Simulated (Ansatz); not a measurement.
Functionals compared on the (001) surface of tetragonal WSi2 in its 1x1 cell (cut with top plane Si, bottom plane Si), outermost plane spacing 1.30 Å in the ideal cut, in Ansatz (plane waves, PAW). The structure was relaxed with PBE; the other rows are single points on it, each with its references at the same level. Cutoff 420 eV (500 eV for r2SCAN).

Model: 9-atom slab, Si6W3, 10.5 Å thick at the start (thin: gaps and levels are the slab's own), 12x12x1 mesh, Fermi-Dirac 0.1 eV, dipole correction, all atoms relaxed; symmetry of the start imposed; no spin, no spin-orbit, no U. These notes are the PBE run's.

```tsv
functional	surface energy (J/m²)	work function of the top face (eV)	rough cost of the single point
PBE	2.50	4.50	–
LDA	2.83	4.67	about 15 core-seconds (a rough figure)
PBEsol	2.79	4.54	roughly 16 core-seconds
RPBE	2.36	4.43	roughly 16 core-seconds
r2SCAN	?	?	about 30 core-seconds (a rough figure)
```

### Question
Fill in the missing entries.

### Answer

- r2SCAN, surface energy (J/m²): 2.67
- r2SCAN, work function of the top face (eV): 4.61

Ansatz is an electronic-structure program.
